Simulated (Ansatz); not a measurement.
## Quick settings and what they miss: a (101) slab of TiAl (cut from a parent of space group no. 123; 10 atoms in the cell)

Self-consistent single point.

```
CELL_PARAMETERS angstrom
      2.87118     0.00000     0.00000
      0.00000     5.04957     0.00000
      0.00000     0.00000    25.24860
ATOMIC_POSITIONS crystal
  Ti 0.50000 0.37345 0.31685
  Ti 0.50000 0.05014 0.40842
  Ti 0.50000 0.72684 0.50000
  Ti 0.50000 0.40353 0.59157
  Ti 0.50000 0.08023 0.68315
  Al 0.00000 0.87345 0.31685
  Al 0.00000 0.55014 0.40842
  Al 0.00000 0.22684 0.50000
  Al 0.00000 0.90353 0.59157
  Al 0.00000 0.58022 0.68315
```

Level of theory: PBEsol, PAW files made with PBE (plane waves; Ansatz, a program for electronic structure).

Base settings: basis.ecutwfc = 420 eV; kpoints.mp_grid.grid = 11 7 1; hamiltonian.xc = pbesol; hamiltonian.pseudopotentials = {kind: paw} (the program's default PAW files); scf.occupations.method = fermi_dirac; scf.occupations.width = 0.05 eV.

Tight run (finer mesh or higher cutoff; not a proven limit): basis.ecutwfc: 420 eV → 590 eV; kpoints.mp_grid.grid: 11 7 1 → 15 10 1; scf.convergence.dr2_threshold: default (1e-07 eV) → 1e-09 eV. It gave Fermi level (on the code's own zero) 2.56 eV; pressure averaged over the cell with its vacuum -3.67 GPa; largest force (vector length) 0.607 eV/Å.

Quick runs, as changes from the base:
- A: the base itself
- B: basis.ecutwfc: 420 eV → 335 eV; kpoints.mp_grid.grid: 11 7 1 → 2 2 1; hamiltonian.xc: pbesol → lda; scf.occupations.method: fermi_dirac → methfessel_paxton; scf.occupations.width: 0.05 eV → 0.136 eV [LDA (PW92)]
- C: basis.ecutwfc: 420 eV → 250 eV; kpoints.mp_grid.grid: 11 7 1 → 6 6 1; hamiltonian.xc: pbesol → lda [LDA (PW92)]
- D: basis.ecutwfc: 420 eV → 335 eV; kpoints.mp_grid.grid: 11 7 1 → 6 6 1
- E: basis.ecutwfc: 420 eV → 250 eV; kpoints.mp_grid.grid: 11 7 1 → 1 1 1
- F: kpoints.mp_grid.grid: 11 7 1 → 4 4 1; hamiltonian.xc: pbesol → lda; scf.occupations.method: fermi_dirac → cold; scf.occupations.width: 0.05 eV → 0.136 eV [LDA (PW92)]

Energies are extrapolated to zero smearing width, which holds to low order in the width alone.

Dashes: energy of B, C, F, another energy zero.

† marks runs with another functional, U, potentials or spin treatment: their distance from the tight run is not a convergence error alone.

The count of work is k-points × plane waves × bands × iterations; it is no time. 

The starting cell comes from a database of computed structures (which also holds hypothetical and non-ambient phases and stackings), without a prior relaxation at this level. The slab is cut from that crystal, and its faces are unrelaxed. Its lattice was rescaled in the plane by a random factor within 2.5 % of one. Spin polarisation is off.

| run | energy less tight (meV/atom) | largest miss in a force vector (eV/Å) | count of work / tight |
|---|---|---|---|
| A | 0.1 | 0.006 | 0.25 |
| B† | – | 0.376 | 0.044 |
| C† | – | 0.312 | 0.078 |
| D | 7.1 | 0.036 | 0.12 |
| E | -971.8 | 2.698 | 0.0089 |
| F† | – | 0.312 | 0.11 |

Among the runs at the tight run's level, the energy misses run from 0.1 to 971.8 meV/atom.

Keys are those of Ansatz 0.2.
